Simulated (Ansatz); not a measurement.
NH2 on the 1x1 (111) surface of fcc Ni, ferromagnetic, one in a 2x2 cell: adsorption energies (eV for each) against NH3(g) − ½ H2(g) in Ansatz (plane waves, PAW). Structures relaxed with PBE; the other functionals are single points on them, with slab and gas at the same level. No dispersion, zero-point or thermal terms. Rows are starts at which the adsorbate stayed.

Slab: 19 atoms, 6.0 Å thick at the start under the adsorbate (thin: gaps and levels are the slab's own); k 7x7x1, smearing 0.1 eV, dipole-corrected; 8 atoms held, the rest relaxed; each run with such symmetry as its start has; spin-polarised, no spin-orbit, no U, no dispersion correction.

| site | PBE | RPBE |
|---|---|---|
| hollow Ni-Ni-Ni over Ni at depth 4.0 Å | 0.13 | 0.44 |
| bridge Ni-Ni (span 2.5 Å) | -0.07 | 0.19 |

RPBE moves the energies by 0.28 eV on average against PBE and puts 'bridge Ni-Ni (span 2.5 Å)' lowest, as PBE does.

Ansatz is a quantum-chemistry and plane-wave program.
